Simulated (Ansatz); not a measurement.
Consider a 10-atom supercell of LiTaO$_{3}$ (space group R3c, No. 161; a = 5.1910 Å, c = 13.9143 Å (hexagonal axes)) at its relaxed geometry.

All numbers come from DFT with PBE, PAW potentials and a 420 eV plane-wave cutoff in Ansatz (a quantum-chemistry and plane-wave program), without spin-orbit coupling, earlier PAW set.

One neutral defect a cell, atoms relaxed at fixed cell.

One change was made to it. Results:

| quantity | base | after |
|---|---|---|
| largest displacement of a host atom from its site in the perfect cell | – | 0.14 Å |
| pressure | 0.0 GPa | 0.3 GPa |

Question: Which change produced these results?
A) O interstitial (started 1.83 Å from the nearest host atom)
B) Ta on a Li site (antisite)
C) O vacancy
D) Li on a Ta site (antisite)

Answer: C, O vacancy. For comparison, the largest displacement of a host atom from its site in the perfect cell in the other runs: O interstitial (started 1.83 Å from the nearest host atom) gives 0.27 Å; Li on a Ta site (antisite) gives 0.82 Å; Ta on a Li site (antisite) gives 0.54 Å.

The magnetic state is the one reached from the starting moments; the real material's order can differ, and small cells can't hold many antiferromagnetic ones. The cell is small, so the values are those of an ordered compound at a high defect concentration; dilute-limit values will differ. Seeded moments were not kept for O vacancy and Ta on a Li site (antisite).
